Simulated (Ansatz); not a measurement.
Abridged Ansatz (a first-principles code) output:

```
Relaxation: its limit of steps is 60 (relax.max_steps)
Pseudopotential: K, paw, valence charge 9
Crystal: 1 atoms, lattice volume = 66.085 Å³
Basis set: ecut = 420 eV, 1289 PW (Γ), exchange–correlation on 60×60×60 points (8 copies of the dense FFT grid, shifted against one another)
Bands: 9, of which v1, the nominal top of the filled ones, is band 5 counted from 1 (4 counted from 0)
Symmetry: 48 space group operations
k-points: 84 of 2197
Functional: x = pbesol(κ = 0.804, μ = 0.12345679012345678), c = pbesol(β = 0.046)
SCF iter   1: F=—  HF=-1516.027312 eV  |F-HF|=—  |Δ(HF+E_count)|=         —  Δρ=1.31e-3  dr2=6.53e-4  ethr=1.77e-3  ⟨swp⟩=5.3  Hψ=5634  notcnv=0
SCF iter   2: F=—  HF=-1516.026874 eV  |F-HF|=—  |Δ(HF+E_count)|=   4.38e-4  Δρ=5.63e-4  dr2=9.16e-5  ethr=7.26e-6  ⟨swp⟩=2.1  Hψ=1726  notcnv=0
SCF 1 converged in 6 iterations: F = -1516.026845 eV  dr2 = 4.28e-10
relax step   1: F+E_penalty+E_count = -1516.02684466 eV  Δ(F+E_penalty+E_count) = +0.000e0 eV  max|allowed force component| = 0.000e0 eV/Å  Δτ_max = 0.0000 Å  P = +0.298 GPa  Ω = 66.085 Å³  (6 SCF iters, dr2 threshold 1.00e-7 eV, accepted)
[... steps on the carried basis left out ...]
relax step   5: F+E_penalty+E_count = -1516.01264887 eV  Δ(F+E_penalty+E_count) = +5.084e-6 eV  max|allowed force component| = 0.000e0 eV/Å  Δτ_max = 0.0000 Å  P = +0.697 GPa  Ω = 61.412 Å³  stress off target by 2.60e-3 GPa  SCF on the basis re-selected at this cell (its energy is not comparable with the rows above)  (5 SCF iters)
SCF converged after 5 iterations
Free energy (F): -1516.012649 eV
Internal energy: -1516.006467 eV  (E = F + TS)
E sigma→0 (E₀):  -1516.009558 eV
Entropy (-TS):   -0.006182 eV (-6.182 meV/atom)
Fermi energy:    2.530118 eV
--- Forces (eV/Å), atoms counted from 1 ---
  atom   1  K      0.00000000    -0.00000000    -0.00000000
--- Stress (GPa, compression-positive) ---
        0.697399       0.000000       0.000000
       -0.000000       0.697399      -0.000000
       -0.000000      -0.000000       0.697399
  P = ⅓ Tr σ = 0.6974 GPa (6.974 kbar)
--- Relaxed structure (4 steps of the walk, 4 accepted, 1 SCFs on fresh bases) ---
  cell:  # Å, volume = 61.4116 Å³
    - [-2.485403440495548, 2.485403440495548, 2.485403440495548]
    - [2.485403440495548, -2.485403440495548, 2.485403440495548]
    - [2.485403440495548, 2.485403440495548, -2.485403440495548]
  atoms:
    - { symbol: K, position: [0.0, 0.0, 0.0] }
```

**Question.** What was computed, and what are the main results?

**Answer.** K, 1 atom in the cell, with PBEsol (Ansatz, PAW, no spin-orbit coupling), from a series relaxed to a target (pressure 0.7 GPa). The last SCF converged to F = -1516.012649 eV, or -1516.0126 eV per atom, at a pressure of 0.70 GPa. The total energy compares only with runs of the same code, potentials and settings.

Load acts through the strain it causes; cell and atoms are relaxed under it. Whether these cells are dynamically stable was not tested. The cell was made from K in the bcc (W type) structure (space group Im-3m, No. 229) by this change: pressure 0.7 GPa.

Keys are those of Ansatz 0.2.
